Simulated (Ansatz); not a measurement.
Structure of amorphous Al₂₈O₄₃Na₂ (periodic cell):

```
Al28Na2O43
1.0
    9.29332     0.04472    -0.36218
    0.04472     9.14882    -0.32398
   -0.36218    -0.32398     9.50404
Al O Na
28 43 2
Direct
  0.87072   0.44901   0.32121
  0.85113   0.15505   0.48846
  0.09397   0.63382   0.61438
  0.38112   0.95772   0.10248
  0.52299   0.36439   0.39203
  0.88421   0.81241   0.49599
  0.67732   0.67566   0.11996
  0.31506   0.08051   0.36917
  0.57433   0.91345   0.38319
  0.61317   0.71272   0.62997
  0.18170   0.75830   0.90841
  0.30474   0.60435   0.42969
  0.13143   0.32410   0.38749
  0.19859   0.10238   0.85821
  0.79941   0.21679   0.90563
  0.31558   0.19598   0.63082
  0.94788   0.96580   0.76115
  0.64971   0.38510   0.06534
  0.64009   0.11319   0.18400
  0.87847   0.59679   0.86495
  0.35316   0.84223   0.64117
  0.34326   0.29185   0.12356
  0.82209   0.46847   0.59155
  0.65679   0.89570   0.89981
  0.01872   0.33236   0.77599
  0.12639   0.82285   0.32205
  0.11360   0.53785   0.11667
  0.40019   0.62430   0.15338
  0.10571   0.93163   0.88873
  0.04151   0.43888   0.24033
  0.20863   0.96213   0.23968
  0.44035   0.66156   0.56294
  0.45180   0.26906   0.52860
  0.62562   0.30451   0.89157
  0.92231   0.00406   0.57448
  0.76880   0.51599   0.17499
  0.72344   0.57927   0.71355
  0.22094   0.66550   0.24737
  0.85944   0.28447   0.64281
  0.94091   0.83083   0.32149
  0.24365   0.70165   0.74465
  0.42828   0.51330   0.31747
  0.89906   0.40495   0.91830
  0.46910   0.04304   0.26184
  0.78294   0.01583   0.84368
  0.41587   0.94338   0.48412
  0.91327   0.58764   0.47365
  0.78032   0.20531   0.10006
  0.30768   0.02609   0.72153
  0.70613   0.40960   0.43271
  0.00235   0.16013   0.85218
  0.69228   0.80940   0.50187
  0.27619   0.45756   0.05956
  0.71418   0.06672   0.36166
  0.94998   0.77534   0.68509
  0.21527   0.28541   0.77016
  0.57212   0.97908   0.04256
  0.99988   0.51339   0.71908
  0.30911   0.12429   0.01941
  0.33390   0.77695   0.03372
  0.55729   0.76580   0.23653
  0.53787   0.83421   0.75774
  0.53666   0.29206   0.18865
  0.53725   0.55306   0.04053
  0.18607   0.15961   0.48821
  0.26833   0.25400   0.27781
  0.04706   0.65226   0.98145
  0.94356   0.26867   0.38091
  0.75927   0.73762   0.96924
  0.18605   0.76827   0.49803
  0.18956   0.48113   0.50504
  0.45330   0.48482   0.80281
  0.99261   0.07852   0.16087
```

Methods: PBE, scalar-relativistic without spin-orbit coupling (Ansatz, an electronic-structure program); r2SCAN, scalar-relativistic without spin-orbit coupling (Ansatz); HSE06, scalar-relativistic without spin-orbit coupling (Ansatz). Neutral PBE cell, which sets geometry, pressure and energy: sampling: a 2×2×2 Γ-centred mesh; Fermi-Dirac width 0.02 eV; no spin polarisation. Exact exchange is cut at the faces of this 9 Å cell, which leaves hybrid gaps a finite-size error.

It comes from a melt-quench run on a machine-learned potential (CHGNet), relaxed afterwards by DFT. O atoms were pushed apart under 1.9 Å during the dynamics, to hinder bonds among them. The hot cell started wider than the set density and was brought back towards it in steps. It is the lowest in DFT energy of 2 quenches. It is a model cell: composition and starting density were chosen by hand, and all elements were melted together. No dispersion term was used. Its density started from a set value of 3.07 and ended at 3.07 g/cm³. The simulated quench (nominally 410 K/ps over its main leg) is rapid and tends to freeze in more defects than a deposited or slowly cooled glass has. One small periodic cell is one sample of the glass; other quenches scatter about these values. The volume was held where the preparation left it and the shape relaxed.

Q: Give the pressure and the spacing of the highest filled and lowest empty levels.

A: 
| Item | Result |
|---|---|
| Pressure on a 2×2×2 Γ-centred mesh | 1.06 GPa |
| Largest force and stress component on that mesh (the relaxation ran on the zone centre alone) | 0.05 eV/Å and 1.1 GPa |
| Level gap on a 2×2×2 Γ-centred mesh (PBE) | 3.31 eV |
| Level gap at the zone centre (PBE) | 3.30 eV |
| Level gap at the zone centre (r2SCAN) | 3.93 eV |
| Level gap at the zone centre (HSE06) | 4.97 eV |
| Distance between the nearest levels spread over more than a fifth of the atoms or a third of the atoms of their main element (six at least) (PBE, zone centre) | 4.03 eV |

Q: At PBE and the zone centre, how localised are the states just below and above the Fermi level (participation number: the atoms over which a state spreads)?

A: The highest filled state is spread over 2.0 atoms' worth, largest on O34, with weights by element (charge in smoothed Voronoi cells) O 0.94, Al 0.05, Na 0.01. The lowest empty state is spread over 62.1 atoms' worth, largest on Al7, with weights by element (charge in smoothed Voronoi cells) O 0.57, Al 0.38, Na 0.05.

At PBE the levels at the filled edge of the gap are localised (band-tail or defect states), and the nearest spread-out levels lie 4.0 eV apart at the zone centre.

Neighbours within Al-Al 2.66 Å, Al-O 2.26 Å, Al-Na 3.16 Å, O-O 1.58 Å, O-Na 2.78 Å, Na-Na 3.65 Å count as bonded. Two cations that share two anions don't count as bonded, nor two that share one unless they lie closer than Al-Al 2.59 Å, Al-Na 3.07 Å, Na-Na 3.55 Å.

Added carriers, by PBE, scalar-relativistic without spin-orbit coupling in Ansatz on the zone centre alone. Charged cells keep the cell fixed and stand in a uniform background, with no image correction, at a width of 0.01 eV; where the count is odd the moment is locked at 1 μB, unless the neutral cell bore moments. Each starts from the undistorted neutral geometry alone. PBE's self-interaction favours spread-out carriers, so it can miss traps that a hybrid finds.

Q: What happens at PBE when the cell takes an extra electron and the atoms relax?

A: Relaxation lowers the charged cell by 0.02 eV. The largest moves are Na73 0.05 Å, Al7 0.03 Å, O57 0.02 Å, Al16 0.02 Å. The level that holds the added charge spreads over 59.6 atoms' worth, most on Al7 (weight 0.04): a carrier spread over the cell. No bond crosses its cut-off with a change of over 0.15 Å (metal-metal contacts aside). Made neutral again at that geometry, the cell lies +0.02 eV from the neutral start.

Q: What happens at PBE when the cell takes a hole and the atoms relax?

A: Relaxation lowers the charged cell by 0.70 eV. The largest moves are O43 0.77 Å, O51 0.43 Å, Al25 0.38 Å, Na72 0.36 Å. The level that was emptied spreads over 2.2 atoms' worth, most on O34 (weight 0.58): a localised (trapped) carrier, which neighbours of that atom can share. Bonds broken: Al17-O51, Al25-O43. Bonds formed: Al18-O43, O41-Na72, O56-Na72. Made neutral again at that geometry, the cell lies +1.50 eV from the neutral start (a closed shell was imposed there, with levels 0.59 eV apart, so this is an upper bound).
